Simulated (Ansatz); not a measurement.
Ansatz (an electronic-structure program) run on CrO2 (P4_2/mnm, 6 atoms in the cell): self-consistent single point.

Method: PBE+U (plane waves, PAW; Ansatz).

```yaml
crystal:
  lattice:
    - [4.40919, 0.00000, 0.00000]
    - [0.00000, 4.40919, 0.00000]
    - [0.00000, 0.00000, 2.91389]
  atoms:
    - { symbol: Cr, position: [0.00000, 0.00000, 0.50000], spin: 3.0 }
    - { symbol: Cr, position: [0.50000, 0.50000, 0.00000], spin: 3.0 }
    - { symbol: O, position: [0.19726, 0.19726, 0.00000] }
    - { symbol: O, position: [0.80274, 0.80274, 0.00000] }
    - { symbol: O, position: [0.30274, 0.69726, 0.50000] }
    - { symbol: O, position: [0.69726, 0.30274, 0.50000] }
```
(The spins are starting values, not results.)

Reference input (self-consistent single point, DFT, PBE+U, plane waves, default PAW files): basis.ecutwfc = 420 eV; kpoints.mp_grid.grid = 8 8 11; hamiltonian.xc = pbe; hamiltonian.pseudopotentials = {kind: paw} (the program's default PAW files); hamiltonian.hubbard.sites = [{species: Cr, l: d, u_eff: 3.7}] eV; magnetization.spin_polarized = true; scf.occupations.method = cold; scf.occupations.width = 0.05 eV. This run's input differs from it in these lines:

```diff
@@ -19,3 +19,3 @@
   pseudopotentials: { kind: paw }
-  hubbard: { sites: [{ species: Cr, l: d, u_eff: 3.7 }] }
+  hubbard: { sites: [{ species: Cr, l: d, u_eff: 7.0 }] }
 magnetization:
```

Output, abridged:

```
SCF iter   1: F=—  HF=-9013.169823 eV  |F-HF|=—  |Δ(HF+E_count)|=         —  Δρ=8.06e-2 (↑3.97e-2 ↓8.06e-2)  dr2=3.68e0  dr2_m=1.18e0  M=4.000 μB ∫|m|=6.783 μB  β_m=1.00  ethr=3.10e-3  ⟨swp⟩=5.3  Hψ=20657  notcnv=0  defer=2
all-band conjugate gradients solve this SCF's bands
preconditioner: auto → Kerker (q_TF=auto, 2.690 Å⁻¹)
spin=Collinear: Kerker preconditioning applied to the charge; magnetization (m = ρ↑ − ρ↓) channel mixes plain (no charge-response kernel on spin).
   [... lines left out ...]
SCF iter  22: F=—  HF=-9016.082643 eV  |F-HF|=—  |Δ(HF+E_count)|=   1.22e-7  S|Δr|=    0.00e0  Δρ=1.93e-5 (↑1.93e-5 ↓3.87e-6)  dr2=2.13e-7  dr2_m=4.18e-8  M=4.000 μB ∫|m|=7.249 μB  β_m=0.77  ethr=2.15e-9  ⟨swp⟩=2.5  Hψ=10156  notcnv=0  defer=178
SCF iter  23: F=-9016.082643 eV  HF=-9016.082643 eV  |F-HF|=1.34e-8  |Δ(HF+E_count)|=   5.75e-8  S|Δr|=    0.00e0  Δρ=6.53e-6 (↑6.53e-6 ↓3.44e-6)  dr2=2.31e-8  dr2_m=6.89e-9  M=4.000 μB ∫|m|=7.249 μB  ethr=1.92e-10  ⟨swp⟩=8.4  Hψ=20015  notcnv=0
SCF 1 converged in 23 iterations: F = -9016.082643 eV  dr2 = 2.31e-8
the last iteration of the SCF fills more bands at one k-point than at another: 26 at σ=↑ k=2 and 30 at σ=↑ k=25 …
Stability not checked (fill_not_monotonic)
Magnetization: 4.0000 μB (28.0000 up, 24.0000 down)
Absolute magnetization: 7.2493 μB (∫|ρ↑−ρ↓|, with the PAW one-centre terms)
Spin contamination: 1.0953 ħ² per cell (⟨S²⟩ above its minimum at these occupations)
   [... lines left out ...]
Free energy (F): -9016.082643 eV
Fermi energy:    10.317003 eV
   [... lines left out ...]
--- Stress (GPa, compression-positive) ---
       20.792077       0.000000       0.000000
        0.000000      20.792077       0.000000
        0.000000       0.000000      25.632022
  P = ⅓ Tr σ = 22.4054 GPa (224.054 kbar)
  The stress holds the Pulay correction. Without it, at fixed plane waves, as pw.x and ABINIT print it: P = 21.4854 GPa
Occupation matrices written to occupation_matrices
```

The run converged in 23 iterations. 

The starting cell comes from a database of computed structures (which also holds hypothetical and non-ambient phases and stackings), without a prior relaxation at this level. The magnetic order is the one reached from the typed start; others were not searched systematically. With U or open f shells several self-consistent states can exist. With a pressure of about 22 GPa the cell is away from its equilibrium volume at this level. Ansatz's pressure includes its estimate of the finite-basis (Pulay) stress. Without the estimate this run gives 21.49 GPa.

These are the values that this program gave, and no reference: magnets with a U can end in a higher state.

Cost on one core of a shared machine: roughly 30 s.

Keys are those of Ansatz 0.2.
